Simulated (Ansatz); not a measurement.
The reference is KBr in the rock salt structure (space group Fm-3m, No. 225; a = 6.549 Å). Axes: x, y, z lie along the cube axes.

Calculations: Kohn–Sham DFT with the PBEsol functional, run in Ansatz (an electronic-structure program) with PAW and 420 eV plane waves, no spin-orbit coupling.

Strains are applied to the cell and any free atomic positions relax.

One change was made to it. Results:

| quantity | base | after |
|---|---|---|
| energy relative to the base (free energy F) | 0 meV/atom | +0.4 meV/atom |
| electron mass | 0.37 mₑ (at Γ) | 0.37 mₑ (at Γ) |
| valence-band top at Γ (three highest levels, from the VBM) | 0.00, 0.00, 0.00 eV | 0.00, -0.01, -0.01 eV |
| valley order (the lowest conduction-band minima on the path, energy above the VBM, named in the base's zone) | Γ 4.34 eV; X along ⟨100⟩ 5.72 eV | Γ 4.36 eV; X along [001] 5.69 eV; X along [100] 5.71 eV |

Q: Name the change that was made.
A) uniaxial strain ε_zz = −1.00 %
B) uniaxial strain ε_zz = −2.50 %
C) uniaxial strain ε_zz = −3.00 %

A: A, uniaxial strain ε_zz = −1.00 %. For comparison, the valley order in the other runs: uniaxial strain ε_zz = −3.00 % gives Γ 4.40 eV; X along [001] 5.63 eV; X along [100] 5.67 eV; uniaxial strain ε_zz = −2.50 % gives Γ 4.39 eV; X along [001] 5.65 eV; X along [100] 5.68 eV.

The levels and masses belong to the bands next to the band gap. Effective masses come from finite differences of ±0.01 Å⁻¹. Whether these cells are dynamically stable was not tested.
